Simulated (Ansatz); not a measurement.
Base system: MoS₂ in the 2H-MoS2 type structure (space group P6_3/mmc, No. 194; a = 3.149 Å, c = 12.090 Å; layered, stacked along the Cartesian z axis). Axes: x lies along a and z along c of the hexagonal cell.

Calculations: PBE-D3(BJ) (Ansatz, a quantum-chemistry and plane-wave program; PAW; 420 eV plane waves; no SOC).

Strains are applied to the cell and any free atomic positions relax; under biaxial strain the out-of-plane vector relaxes too.

One change was made to it. Results:

```tsv
quantity	base	after
smallest direct gap	1.70 eV	1.73 eV
valence-band top at Γ (three highest levels, from the VBM)	0.00, -1.11, -1.28 eV	0.00, -1.11, -1.30 eV
volume per atom	17.31 Å³	17.24 Å³
pressure (mean of the normal stresses, compression positive)	-0.01 GPa	0.45 GPa
```

Task: What was done to the base?
A. biaxial strain −1.01 %, plane normal [001], relaxed out of plane
B. biaxial strain +0.52 %, plane normal [001], relaxed out of plane
C. biaxial strain −0.24 %, plane normal [001], relaxed out of plane

Result: C, biaxial strain −0.24 %, plane normal [001], relaxed out of plane. For comparison, the valence-band top at Γ in the other runs: biaxial strain +0.52 %, plane normal [001], relaxed out of plane gives 0.00, -1.09, -1.25 eV; biaxial strain −1.01 %, plane normal [001], relaxed out of plane gives 0.00, -1.13, -1.35 eV.

Stability against distortions was not tested.
